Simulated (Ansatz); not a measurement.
## Several settings converged on CaGe₂Pd₂ (I4mm, 5 atoms in the cell)

```yaml
crystal:
  lattice:
    - [-2.14381, 2.14381, 5.03078]
    - [2.14381, -2.14381, 5.03078]
    - [2.14381, 2.14381, -5.03078]
  atoms:
    - { symbol: Ca, position: [0.00497, 0.00497, 0.00000] }
    - { symbol: Ge, position: [0.37621, 0.37621, 0.00000] }
    - { symbol: Ge, position: [0.62379, 0.62379, 0.00000] }
    - { symbol: Pd, position: [0.75000, 0.25000, 0.50000] }
    - { symbol: Pd, position: [0.25000, 0.75000, 0.50000] }
```

Base method: PBEsol, default PAW files made with PBE (plane waves; Ansatz, an electronic-structure program).

Base settings: basis.ecutwfc = 420 eV; kpoints.mp_grid.grid = 6 6 6; hamiltonian.xc = pbesol; hamiltonian.pseudopotentials = {kind: paw} (the program's default PAW files); scf.occupations.method = gaussian; scf.occupations.width = 0.1 eV.

The count of work is k-points × plane waves × bands × iterations; it is no time. Core times come from one kind of shared machine, to one figure; runs under 30 s give none.

**The cutoff for other potential files**

Level: DFT, PBEsol, plane waves, harder PAW files (source: ansatz) made with PBE.

In this ladder: hamiltonian.pseudopotentials = {kind: paw, source: ansatz}.

The second cell is the first with its lattice scaled by 0.98.

The mesh stays at the base's, so the ladder's end is converged at best in this setting alone.

The first pressure column holds Ansatz's estimate of the finite-basis (Pulay) stress, which hides part of the cutoff error; the other is without it.

Only quantities that move along the ladder and can be compared are tabulated.

| basis.ecutwfc | free energy less the last step's (meV/atom) | energy of the compressed cell less the first (meV/atom) | pressure (GPa) | pressure without the Pulay estimate (GPa) | largest difference of a force vector from the last step's (eV/Å) | count of work / last | core time / last (rough) |
|---|---|---|---|---|---|---|---|
| 370 eV | 7196.60 | 48.36 | 0.60 | -264.68 | 0.066 | 0.11 | – |
| 450 eV | 1723.29 | 15.07 | -0.86 | -85.36 | 0.016 | 0.15 | – |
| 575 eV | 117.79 | 20.22 | -0.52 | -10.16 | 0.001 | 0.21 | – |
| 695 eV | 3.67 | 20.06 | -0.58 | -1.05 | 0.001 | 0.27 | 0.2 |
| 820 eV | 0.64 | 20.01 | -0.58 | -0.59 | 0.000 | 0.35 | 0.2 |
| 985 eV | 0.37 | 20.01 | -0.58 | -0.59 | 0.000 | 0.46 | 0.3 |
| 1230 eV | 0.18 | 20.02 | -0.58 | -0.59 | 0.000 | 0.65 | 0.4 |
| 1640 eV | 0.00 | 20.01 | -0.58 | -0.59 | 0.000 | 1.0 | 1 |

Coarsest basis.ecutwfc that holds the forces within 0.01 eV/Å of the last step, with all finer ones: 575 eV, at 0.21 of the last step's count of work; the step before is off by 0.016 eV/Å.

Coarsest basis.ecutwfc that holds the energy of the compressed cell less the first within 1 meV/atom of the last step, with all finer ones: 575 eV, at 0.21 of the last step's count of work; the step before is off by 4.9 meV/atom.

Coarsest basis.ecutwfc that holds the pressure without the Pulay estimate within 1 GPa of the last step, with all finer ones: 695 eV, at 0.27 of the last step's count of work and about 0.2 of the last step's time; the step before is off by 9.6 GPa.

The energy difference between the two cells stays within 1 meV/atom of the last step's from 575 eV on, the total only from 820 eV on: much of the error is common to both cells and cancels.

At the lowest cutoff the pressure without the Pulay estimate lies 264 GPa under the last step's, the usual sign of Pulay stress in an incomplete plane-wave basis.

**The density cutoff**

The mesh stays at the base's, so the ladder's end is converged at best in this setting alone.

Only quantities that move along the ladder and can be compared are tabulated.

```tsv
basis.ecutrho_ratio	free energy less the last step's (meV/atom)	pressure (GPa)
2	-11.68	0.00
3	-0.25	-0.59
4	0.00	-0.61
5	0.00	-0.61
6	0.00	-0.61
8	0.00	-0.61
10	0.00	-0.61
12	0.00	-0.61
16	0.00	-0.61
```

Coarsest basis.ecutrho_ratio that holds the free energy within 5 meV/atom of the last step, with all finer ones: 3; the step before is off by 12 meV/atom.

Coarsest basis.ecutrho_ratio that holds the pressure within 0.05 GPa of the last step, with all finer ones: 3; the step before is off by 0.60 GPa.

**The relaxed cell against the cutoff**

On CaGe2Pd2 (I4/mmm, 5 atoms in the cell): atoms on their sites.

In this ladder: relax = cell and atoms.

The mesh stays at the base's, so the ladder's end is converged at best in this setting alone.

Only quantities that move along the ladder and can be compared are tabulated.

| basis.ecutwfc | relaxed volume (Å³/atom) | relaxation steps | core time / last (rough) |
|---|---|---|---|
| 250 eV | 18.192 | 62 | 2 |
| 295 eV | 18.430 | 19 | 0.7 |
| 355 eV | 18.402 | 6 | 0.3 |
| 420 eV | 18.394 | 5 | 0.3 |
| 505 eV | 18.394 | 5 | 0.5 |
| 630 eV | 18.393 | 5 | 0.6 |
| 840 eV | 18.393 | 5 | 1 |

Coarsest basis.ecutwfc that holds the relaxed volume within 0.018 Å³/atom of the last step, with all finer ones: 355 eV, at about 0.3 of the last step's time; the step before is off by 0.038 Å³/atom.

At the lowest cutoff the cell relaxes to a volume 1.1 % smaller than at the highest. Ansatz relaxes on a stress corrected for the finite basis.

On the base run: the starting cell comes from a database of computed structures (which also holds hypothetical and non-ambient phases and stackings), without a prior relaxation at this level. Its lattice was rescaled by up to half a per cent. One atom was moved a little off its site on purpose. Spin polarisation is off.

Left out of this page: 1 run of the series stopped by limits of time or memory.

Keys are those of Ansatz 0.2.
